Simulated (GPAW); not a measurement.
Worked example: self-consistent single point of LaAlGe (I4_1md, 6 atoms in the cell) in GPAW.

Level of theory: LDA (Perdew-Wang 92), GPAW PAW datasets LDA (gpaw-data 1.0.1) (plane waves; GPAW).

```
LaAlGe
1.0
   -2.18816     2.18816     7.37160
    2.18816    -2.18816     7.37160
    2.18816     2.18816    -7.37160
La Al Ge
2 2 2
Direct
  0.50020   0.00020   0.50000
  0.75020   0.75020   0.00000
  0.91717   0.41717   0.50000
  0.16717   0.16717   0.00000
  0.08414   0.58414   0.50000
  0.33414   0.33414   0.00000
```

Reference input (self-consistent single point, DFT LDA (Perdew-Wang 92), plane waves, GPAW PAW datasets LDA (gpaw-data 1.0.1)): mode = pw; ecut = 800 eV; xc = LDA; kpts = 5 5 5; mesh shift (steps) = 0 0 0; occupations.name = fermi-dirac; occupations.width = 0.1 eV; nbands = -14; symmetry.symmorphic = false; symmetry.tolerance = 0.0005; maxiter = 120. This run's input differs from it in these lines:

```diff
@@ -16,3 +16,3 @@
 
-calc = GPAW(mode={'name': 'pw', 'ecut': 800},
+calc = GPAW(mode={'name': 'pw', 'ecut': 320},
             xc='LDA',
```

Log, with long lists cut:

```
     iter     time        total  log10-change:
                         energy   eigst   dens
iter:   1 --:--:--   -34.095757
iter:   2 --:--:--   -34.086595   -1.06  -1.13
iter:   3 --:--:--   -34.232430   -0.58  -1.14
iter:   4 --:--:--   -33.935529   -1.33  -1.49
iter:   5 --:--:--   -34.225076   -1.22  -1.64
iter:   6 --:--:--   -33.859933   -0.85  -1.45
iter:   7 --:--:--   -33.869659   -1.55  -2.43
iter:   8 --:--:--   -33.876468c  -2.12  -2.58
iter:   9 --:--:--   -33.872451c  -2.90  -2.21
iter:  10 --:--:--   -33.871810c  -3.41  -2.64
iter:  11 --:--:--   -33.873559c  -3.46  -2.94
iter:  12 --:--:--   -33.872992c  -4.05  -2.56
   [... 7 lines left out ...]
iter:  20 --:--:--   -33.871748c  -5.60  -3.49
iter:  21 --:--:--   -33.871750c  -5.88  -3.52
iter:  22 --:--:--   -33.871757c  -5.79  -3.56
iter:  23 --:--:--   -33.871745c  -5.94  -3.81
iter:  24 --:--:--   -33.871743c  -6.13  -4.26c
iter:  25 --:--:--   -33.871743c  -6.86  -4.38c
iter:  26 --:--:--   -33.871743c  -7.00  -4.43c
iter:  27 --:--:--   -33.871744c  -7.51c -4.55c
Converged after 27 iterations.

Dipole moment: (1.113491, -1.113491, -4.174709) |e|*Ang

Energy contributions relative to reference atoms: (reference = -589069.723865)

Kinetic:        +52.673321
Potential:      -41.557247
External:        +0.000000
XC:             -43.776394
Entropy (-ST):   -0.068342
Local:           -1.177253
SIC:             +0.000000
--------------------------
Free energy:    -33.905915
Extrapolated:   -33.871744

Showing only first 2 kpts
 Kpt  Band  Eigenvalues  Occupancy
  0    16      7.13586    2.00000
  0    17      8.07030    1.98407
  0    18      8.69257    0.39626
  0    19      8.96471    0.03199

  1    16      8.12272    1.97324
  1    17      8.68391    0.42448
  1    18      8.74086    0.26457
  1    19      9.00637    0.02120

Fermi level: 8.55277

No gap
   [... lines left out ...]
  0 La    0.00000    0.00000   -0.01238
  1 La    0.00000    0.00000   -0.01238
  2 Al    0.00000    0.00000   -0.05324
  3 Al    0.00000    0.00000   -0.05324
  4 Ge    0.00000    0.00000    0.06674
  5 Ge    0.00000    0.00000    0.06674

Stress tensor:
     0.023750    -0.000000    -0.000000
    -0.000000     0.023750     0.000000
    -0.000000     0.000000     0.019972
Stress (GPa, Voigt): [ 3.8052  3.8052  3.1999  0.     -0.     -0.    ]
```

The run converged in 27 iterations. GPAW prints stress with tension positive. Against the reference run the free energy rises by 6.4 meV/atom, the pressure hardly changes (-3.53 to -3.60 GPa) and the largest force stays at 0.067 eV/Å.

The starting cell comes from a database of computed structures (which also holds hypothetical and non-ambient phases and stackings), without a prior relaxation at this level.

Cost on one core of a shared machine: roughly 50 s.
